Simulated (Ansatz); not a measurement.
Al2O3: transverse stress against strain

Al2O3 (corundum, R-3c, 8.562 Å³/atom at rest, c along z) under a strain ε along a direction in the basal plane (axis x), the other axes held. PBEsol in Ansatz, a plane-wave DFT program (PAW, default set), 420 eV, 8×8×8 Γ-centred mesh, Fermi-Dirac smearing 0.05 eV; ions are relaxed within the symmetry of each cell. Stress is positive for a compressed cell.

Here s stands for strain and y for stress zz.

| strain (%) | stress zz (GPa) |
|---|---|
| -1.50 | 1.87 |
| -0.75 | 0.92 |
| 0.00 | 0.00 |
| 0.75 | -0.86 |
| 1.50 | -1.65 |
| 3.00 | ? |

Taking a straight line for y over the 5 complete rows: Means: s 0, y 0.056. About the means, the sum of products is -6.6150 and the sum of squares of s is 5.6250; the slope is their ratio. Least squares gives y = 0.056 - 1.1760·s. Residuals (row less fit): 0.050, -0.018, -0.056, -0.034, 0.058; standard error 0.059 (degrees of freedom: 3). The slope gives the elastic constant C13 = 118 ± 2 GPa.

**Question.** Estimate the missing y (s = 3.00); what did the run itself give?

**Answer.** y = 0.056 - 1.1760 × 3.00 = -3.472 GPa. The calculation gives -3.12 GPa, 0.352 GPa above the prediction (7.1 % of the range of y in the table). The row lies outside the fitted rows, so this is an extrapolation. From the scatter of the fitted rows alone, a prediction at this place has a standard error of 0.099 GPa, so the miss is 3.6 times that.

One order more, fitted to all 9 runs of the series, follows each within 0.01, so the miss is the next term of a smooth law. Rows are the converged runs of the series near zero and its far end; series whose fitted rows scatter by over a few per cent of the range, as at a crossing or softening among them, aren't shown in this form. Most that stay on the fit to the last digits aren't either.
